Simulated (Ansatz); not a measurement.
Consider PtTe2 (space group P-3m1, No. 164; a = 4.009 Å, c = 4.960 Å; layered; relaxed with 0.1 eV smearing). Axes: x lies along a and z along c of the hexagonal cell.

Level of theory: PBEsol-D3(BJ) (Ansatz, a first-principles code, PAW, without spin-orbit coupling).

Before the change:

The volume per atom is 23.01 Å³.

One thing is altered: tensile biaxial strain of 1.50 % in the plane normal to [001], as in epitaxy on a mismatched substrate; the out-of-plane cell vector and the atoms relax.

Task: What does the calculation give for the volume per atom after the change?

Result: The volume per atom increases by 0.27 Å³, from 23.01 Å³ to 23.28 Å³.

Task: How does this affect the in-plane stress?

Result: The mean in-plane stress (compression positive) comes out as -2.6 GPa.

Whether these cells are dynamically stable was not tested. The final runs are not spin-polarised.
